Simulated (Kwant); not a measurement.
Device: quantum point contact (saddle potential) in a CdTe two-dimensional gas. Effective mass 0.096 mₑ, grid spacing 10 nm, hard walls, nominal width 200 nm (19 grid rows, so walls 200 nm apart), one parabolic valley, scattering region 600 nm long along x; energies count from the band bottom; Fermi energy 0.00371 eV. Potential (V0 + ½k y²) cos²(πx/L) for |x| < L/2, with V0 swept from 0.0038955 to 0 eV, k = 3.4e-06 eV/nm², L = 260 nm.

The device is made up for the run: typed textbook-type constants, with dimensions and the other settings drawn at random.

Computed with Kwant: effective-mass tight-binding model on a square grid, one spin, coherent transport at 0 K. Conductance is in e²/h.

Sweep values stay those of the base run.

The effective mass was swept, all else fixed.

| effective mass (mₑ) | G (e²/h) at V0 = 2.936 meV | G (e²/h) at V0 = 1.016 meV | mean G (e²/h) over the sweep |
|---|---|---|---|
| 0.058 | (withheld) | (withheld) | (withheld) |
| 0.077 | 0.31 | 1.50 | 0.99 |
| 0.096 | 0.44 | 1.93 | 1.09 |

Complete the blanks.


- 0.058, G (e²/h) at V0 = 2.936 meV: 0.19
- 0.058, G (e²/h) at V0 = 1.016 meV: 1.06
- 0.058, mean G (e²/h) over the sweep: 0.85
